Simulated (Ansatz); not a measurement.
Base system: GaAs in the zinc blende structure (space group F-43m, No. 216; a = 5.6028 Å).

Level of theory: LDA in Ansatz (plane waves to 420 eV, PAW, without spin-orbit coupling).

Strains are applied to the cell and any free atomic positions relax.

One change was made to it. Results:

```tsv
quantity	base	after
band gap	0.49 eV	zero
energy relative to the base (free energy F)	0 meV/atom	+37 meV/atom
pressure	0.0 GPa	-5.3 GPa
```

Q: What was done to the base?
A. isotropic strain −3.00 %
B. isotropic strain +3.00 %
C. isotropic strain +1.50 %
D. isotropic strain −2.50 %
E. isotropic strain +2.00 %

A: B, isotropic strain +3.00 %. For comparison, the band gap in the other runs: isotropic strain −2.50 % gives 1.08 eV; isotropic strain +2.00 % gives zero; isotropic strain −3.00 % gives 1.10 eV; isotropic strain +1.50 % gives 0.16 eV.

A case with no gap was solved on a k-mesh chosen for an insulator, which is coarse for it. No phonon test of stability was made. All final runs are without spin polarisation. Gaps under 0.05 eV, about the width of the smearing, are given as zero. A zero or small gap of GaAs under isotropic strain +3.00 %, GaAs under isotropic strain +2.00 % and GaAs under isotropic strain +1.50 % can be the functional's error rather than a property of the material.

Ansatz is a first-principles code.
